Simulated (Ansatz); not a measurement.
The parent structure is CoSi2 (space group Fm-3m, No. 225; non-magnetic).

```yaml
crystal:
  lattice:
    - [0.00000, 2.65746, 2.65746]
    - [2.65746, 0.00000, 2.65746]
    - [2.65746, 2.65746, 0.00000]
  atoms:
    - { symbol: Co, position: [0.00000, 0.00000, 0.00000] }
    - { symbol: Si, position: [0.25000, 0.25000, 0.25000] }
    - { symbol: Si, position: [0.75000, 0.75000, 0.75000] }
```

Cartesian axes are those of the cell as printed.

Level of theory: Ansatz (a program for electronic structure) r2SCAN, spin-orbit coupling left out.

For the base:

| Property | Value |
|---|---|
| Shortest interatomic distance | 2.301 Å |

Perturbation: a free-standing slab of 3 layers (9 atoms, 3 a layer) is cut normal to [111], with 15 Å of vacuum and the in-plane cell held at bulk.

**Question.** What does the calculation give for the excess energy per area of both faces after the change?

**Answer.** The excess energy per area of both faces (slab less bulk energy over the cell's area: twice a surface energy) comes out as 3.5 J/m² (uncertain by up to 0.1 J/m²).

**Question.** Estimate the effect on the shortest interatomic distance.

**Answer.** The shortest interatomic distance drops by 0.0326 Å, from 2.301 Å to 2.269 Å.

**Question.** What happens to the change of the spacing d12 from its bulk value of 0.767 Å?

**Answer.** The change of the spacing d12 from its bulk value of 0.767 Å comes out as -13.6 %.

**Question.** Estimate the effect on the change of the spacing d23 from its bulk value of 0.767 Å.

**Answer.** The change of the spacing d23 from its bulk value of 0.767 Å is +5.0 %.

The excess energy carries the mismatch between the slab's and the bulk's meshes. Stability against distortions was not tested. Starting moments died away, wholly or in part, for the base; another magnetic solution may exist. The final runs are not spin-polarised. An odd electron count without spin: CoSi2.
